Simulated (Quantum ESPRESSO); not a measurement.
Quantum ESPRESSO run on Ba (Im-3m, 1 atom in the cell): self-consistent single point.

Computed with PBE, SSSP 1.1.2 efficiency (PBE) pseudopotentials (plane waves; Quantum ESPRESSO 7.5).

```yaml
crystal:
  lattice:
    - [-2.47235, 2.47235, 2.47235]
    - [2.47235, -2.47235, 2.47235]
    - [2.47235, 2.47235, -2.47235]
  atoms:
    - { symbol: Ba, position: [0.00000, 0.00000, 0.00000] }
```

Reference input (self-consistent single point, DFT, PBE, plane waves, SSSP 1.1.2 efficiency (PBE) pseudopotentials): ecutwfc = 45 Ry; ecutrho = 360 Ry; occupations = smearing; smearing = marzari-vanderbilt; degauss = 0.0099958 Ry; potentials = {Ba: Ba.pbe-spn-kjpaw_psl.1.0.0.UPF}; K_POINTS = automatic 6 6 6 0 0 0; conv_thr = 1e-08 Ry; mixing_beta = 0.3. This run's input differs from it in these lines:

```diff
@@ -16,3 +16,3 @@
   smearing = 'marzari-vanderbilt'
-  degauss = 0.0099958
+  degauss = 0.0073499
 /
@@ -27,3 +27,3 @@
 K_POINTS automatic
-6 6 6  0 0 0
+8 8 8  0 0 0
 CELL_PARAMETERS angstrom
```

Log, with long lists cut:

```
     Self-consistent Calculation

     iteration #  1     ecut=    45.00 Ry     beta= 0.30

     Threshold (ethr) on eigenvalues was too large:
     Diagonalizing with lowered threshold

     total energy              =    -436.18065496 Ry
     estimated scf accuracy    <       0.00082694 Ry

     iteration #  2     ecut=    45.00 Ry     beta= 0.30

     total energy              =    -436.18086485 Ry
     estimated scf accuracy    <       0.00041213 Ry

     iteration #  3     ecut=    45.00 Ry     beta= 0.30

     total energy              =    -436.18090681 Ry
     estimated scf accuracy    <       0.00001295 Ry

   [... 7 blocks of this kind left out ...]

     iteration # 11     ecut=    45.00 Ry     beta= 0.30

     total energy              =    -436.18091186 Ry
     estimated scf accuracy    <       0.00000002 Ry

     iteration # 12     ecut=    45.00 Ry     beta= 0.30
     End of self-consistent calculation

     the Fermi energy is     6.1073 ev

!    total energy              =    -436.18091187 Ry
     estimated scf accuracy    <          3.3E-09 Ry
     smearing contrib. (-TS)   =       0.00010267 Ry
     internal energy E=F+TS    =    -436.18101454 Ry

     convergence has been achieved in  12 iterations

     Forces acting on atoms (cartesian axes, Ry/au):

     atom    1 type  1   force =     0.00000000    0.00000000    0.00000000

     Total force =     0.000000     Total SCF correction =     0.000000

          total   stress  (Ry/bohr**3)                   (kbar)     P=        4.17
   0.00002837  -0.00000000  -0.00000000            4.17       -0.00       -0.00
  -0.00000000   0.00002837  -0.00000000           -0.00        4.17       -0.00
  -0.00000000  -0.00000000   0.00002837           -0.00       -0.00        4.17

   JOB DONE.
```

The run converged in 12 iterations. Against the reference run the free energy drops by 13.5 meV/atom and the pressure goes from 0.56 to 0.42 GPa.

The starting cell has typed, rounded lattice constants, without a prior relaxation at this level. Its lattice was rescaled by a random factor within 2.5 % of one.
